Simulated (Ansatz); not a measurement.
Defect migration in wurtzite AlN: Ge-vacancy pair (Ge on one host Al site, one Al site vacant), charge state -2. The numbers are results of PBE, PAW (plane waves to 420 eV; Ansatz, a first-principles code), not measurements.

Settings: 72 host sites, the relaxed PBE lattice, the Γ point alone, smearing 0.01 eV, spin-restricted, no image-charge correction. Energies are static. The charge state is imposed; whether it is stable for some Fermi level was not computed. Forms of the defect that were not tried may lie lower.

Barriers: single points on a 2×2×2 k-point mesh shifted by half a step along c at the bands' geometries (they differ from the bands' own by up to 0.19 eV, and are uncertain by about as much).

The step: a nearby Al atom hops onto the vacant site (Ge-vacancy distance between ideal sites 3.09 Å throughout). Atoms about the jump, Cartesian Å from the middle of the jump, before and after:

| atom | x0 | y0 | z0 | x1 | y1 | z1 |
|---|---|---|---|---|---|---|
| Al1 | -0.78 | -1.34 | 0.00 | 0.78 | 1.34 | 0.00 |
| N2 | -0.94 | 0.36 | -0.66 | -0.78 | 0.63 | -0.66 |
| N3 | 0.78 | -2.27 | -0.58 | 0.94 | -2.35 | -0.66 |
| N4 | 2.50 | 0.36 | -0.66 | 2.36 | 0.46 | -0.58 |
| N5 | 0.78 | 1.35 | 2.44 | 0.78 | 1.35 | 1.92 |
| N6 | -0.78 | -1.36 | 1.92 | -0.78 | -1.35 | 2.44 |
| Al7 | 2.35 | -1.31 | -0.01 | 2.31 | -1.38 | -0.01 |
| Al8 | -0.78 | 0.45 | 2.53 | -0.78 | 0.45 | 2.53 |
| N9 | 2.35 | -1.36 | 1.93 | 2.35 | -1.35 | 1.93 |
| Al10 | 0.79 | -2.25 | 2.50 | 0.79 | -2.26 | 2.52 |
| Al11 | 2.35 | 0.45 | 2.52 | 2.34 | 0.44 | 2.50 |
| Ge12 | -0.75 | 0.47 | -2.45 | -0.78 | 0.42 | -2.45 |
| Al13 | -2.33 | 1.35 | 0.00 | -2.34 | 1.34 | 0.00 |
| Al14 | 0.81 | -2.27 | -2.49 | 0.79 | -2.26 | -2.47 |
| Al15 | 2.35 | 0.45 | -2.47 | 2.37 | 0.44 | -2.49 |
| N16 | -2.34 | 1.35 | 1.92 | -2.34 | 1.35 | 1.92 |
| N17 | -2.33 | -2.27 | -0.55 | -2.50 | -2.35 | -0.66 |
| N18 | 0.78 | 3.34 | -0.66 | 0.80 | 3.15 | -0.55 |

### Question
Where do these atoms stand at the saddle point, and how high is it?

### Answer

| atom | x | y | z |
|---|---|---|---|
| Al1 | 0.36 | -0.21 | 0.31 |
| N2 | -0.95 | 0.54 | -0.68 |
| N3 | 0.89 | -2.15 | -0.52 |
| N4 | 2.30 | 0.30 | -0.52 |
| N5 | 0.74 | 1.20 | 1.98 |
| N6 | -0.67 | -1.25 | 1.98 |
| Al7 | 2.53 | -1.46 | 0.01 |
| Al8 | -0.83 | 0.48 | 2.62 |
| N9 | 2.41 | -1.40 | 1.95 |
| Al10 | 0.80 | -2.24 | 2.52 |
| Al11 | 2.34 | 0.42 | 2.52 |
| Ge12 | -0.82 | 0.47 | -2.46 |
| Al13 | -2.41 | 1.39 | 0.01 |
| Al14 | 0.79 | -2.22 | -2.41 |
| Al15 | 2.32 | 0.42 | -2.41 |
| N16 | -2.38 | 1.37 | 1.95 |
| N17 | -2.41 | -2.31 | -0.61 |
| N18 | 0.79 | 3.23 | -0.61 |
It lies 2.28 eV above the start and 2.28 eV above the end. The saddle point's order was not checked, and it lies on a symmetry element of the cell, where a band can be held.
